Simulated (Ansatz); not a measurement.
The parent structure is MgO in the rock salt structure (space group Fm-3m, No. 225; a = 4.215 Å).

The values are results of Kohn–Sham DFT with the PBEsol functional, run in Ansatz (a program for electronic structure) with PAW and 420 eV plane waves, spin-orbit coupling left out, earlier PAW set, not measurements.

Carriers are added at fixed cell with a uniform background; the Fermi–Dirac width is that of 300 K.

One change was made to it. Results:

The gap between the host's bands increases by 0.03 eV, from 4.62 eV to 4.65 eV; the gap character stays direct at Γ; the Fermi level relative to the doped band's edge (positive inside the band; to 0.05 eV) comes out as +0.05 eV.

Task: Name the change that was made.
(A) holes 1.0×10^21 cm⁻³
(B) holes 1.0×10^22 cm⁻³
(C) electrons 7.0×10^21 cm⁻³
(D) electrons 1.0×10^22 cm⁻³

Result: A, holes 1.0×10^21 cm⁻³. For comparison, the Fermi level from band edge in the other runs: electrons 7.0×10^21 cm⁻³ gives +2.35 eV; electrons 1.0×10^22 cm⁻³ gives +2.75 eV; holes 1.0×10^22 cm⁻³ gives +0.30 eV.

Charged cell with a jellium background: band edges are those of the host's band count, energies are not comparable with the neutral cell, and many-body gap narrowing is missing. Whether these cells are dynamically stable was not tested.
